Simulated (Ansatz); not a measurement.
Structures of equal composition on the (111) surface of fcc Cu: a layer of Sn in place of the second plane; a layer of Sn in place of the third plane. The slabs share one bottom face, and each structure is named by its start. These are constructed structures in small cells; real faces may alloy, dewet or reconstruct in larger ones, and not all known structures of the face are among them. Slabs of about 11 Å, Fermi-Dirac smearing of 0.1 eV. Bottom of the slabs: a bare face, its two planes held. Relaxed from the named starts with such symmetry as they have, on meshes of like density; energies extrapolated to zero smearing; spin only where a row says so; no spin-orbit coupling, no U. Brackets mark spin-polarised runs, whose order is one that fits the cell.

All values below come from PBE (plane waves to 420 eV, PAW; Ansatz, a first-principles code).

Q: Put the candidates in order of energy per 1x1 cell, lowest first, for PBE.

A: a layer of Sn in place of the second plane (0.000 eV), a layer of Sn in place of the third plane (0.113 eV)
